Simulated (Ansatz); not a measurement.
Gap of a (10,0) SiC nanotube at several levels, all on one geometry.

Levels: PBE (plane waves to 420 eV, PAW; Ansatz, an electronic-structure program); r2SCAN (plane waves to 500 eV, PAW; Ansatz); HSE06 run with Ansatz. Unmarked values and the geometry are of the first. Mesh 1×1×6. No spin polarisation. Periodic along z alone, with about 11 Å of vacuum beside it. A hypothetical model, rolled from the flat sheet. It keeps the symmetry and period of its start, so it need not be a minimum against all distortions. HSE06 ran on a 1×1×4 mesh and at PBE's edge points.

```csv
level,gap (eV)
PBE,1.74
r2SCAN,2.02
HSE06,(withheld)
```

Question: Some entries are withheld; supply them.

Answer: 
- HSE06, gap (eV): 2.54
